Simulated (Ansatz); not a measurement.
Effective masses and thermopower of BN (I-4m2)

Given:

```
BN
1.0
    0.00000     1.84224     1.78455
    1.84224     0.00000     1.78455
    1.84224     1.84224     0.00000
B N
1 1
Direct
  0.00000   0.00000   0.00000
  0.25000   0.25000   0.25000
```

Calculation: r2SCAN, rigid bands (plane waves, PAW, scalar-relativistic; Ansatz, an electronic-structure program). Condition of this run: biaxial stress in (001) of -18 GPa (compression positive) (the target of the relaxation). Geometry: cell and atoms relaxed with PBEsol, then loaded as said.

| Item | Result |
|---|---|
| band gap | 4.41 eV |
| electron conductivity mass (300 K, dilute) | 0.30 (x), 0.30 (y), 0.85 (z) mₑ |
| hole conductivity mass (300 K, dilute) | 0.60 (x), 0.60 (y), 0.66 (z) mₑ |
| effective density of states N_c (300 K) | 6.9e18 cm⁻³ |
| effective density of states N_v (300 K) | 1.1e19 cm⁻³ |
| density-of-states mass, electrons | 0.42 mₑ |
| density-of-states mass, holes | 0.59 mₑ |
| Seebeck coefficient, n-type 1e19 cm⁻³, 300 K | -194 μV/K |
| Seebeck coefficient, p-type 1e19 cm⁻³, 300 K | 239 μV/K |

Rigid bands; masses and Seebeck coefficients take one relaxation time τ for all states and one kind of carrier; polarons and phonon drag are left out. Spin-orbit coupling is left out. Geometry: cell and atoms relaxed with PBEsol.
